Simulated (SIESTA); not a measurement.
Band structure of YB₂ (P6/mmm, 3 atoms in the cell).

```xyz
3
Lattice="3.3008 0.0000 0.0000 -1.6504 2.8586 0.0000 0.0000 0.0000 3.8625" Properties=species:S:1:pos:R:3 pbc="T T T"
Y      0.0000     0.0000     0.0000
B      0.0000     1.9057     1.9312
B      1.6504     0.9529     1.9312
```

Method: SIESTA with GGA PBEsol, numerical atomic orbitals DZP, PseudoDojo PBEsol standard norm-conserving potentials (rewritten from UPF to PSML).

Settings: XC.functional = GGA; XC.authors = PBEsol; potentials = PseudoDojo PBEsol standard; PAO.BasisSize = DZP; PAO.EnergyShift = 0.01 Ry; MeshCutoff = 400 Ry; kgrid.MonkhorstPack = 8 8 6; OccupationFunction = FD; ElectronicTemperature = 1160.45 K; MaxSCFIterations = 150; SCF.Mixer.Method = Broyden; SCF.Mixer.Weight = 0.25; SCF.Mixer.History = 8; SCF.DM.Tolerance = 1.0E-04.

The starting cell comes from a database of computed structures (which also holds hypothetical and non-ambient phases and stackings), without a prior relaxation at this level. Values carry the incompleteness of an atom-centred basis.

Levels in eV from the Fermi level, bands 6 to 11:
| point | 6 | 7 | 8 | 9 | 10 | 11 |
|---|---|---|---|---|---|---|
| Γ | -1.11 | -0.67 | -0.62 | -0.62 | 5.37 | 5.37 |
| M | -6.74 | -2.16 | -1.41 | -0.55 | 3.42 | 4.49 |
| K | -5.96 | -4.77 | -0.75 | -0.75 | 3.28 | 3.28 |
| A | -5.00 | 0.49 | 0.49 | 2.71 | 2.71 | 2.92 |
| L | -5.28 | -2.52 | -2.11 | -0.42 | 4.98 | 5.29 |
| H | -6.77 | -3.19 | -0.80 | -0.80 | 5.91 | 7.36 |

Bands cross the Fermi level along this path, so the cell is metallic at this level.

Higher empty bands are left out: an atom-centred basis made for the valence describes them poorly.
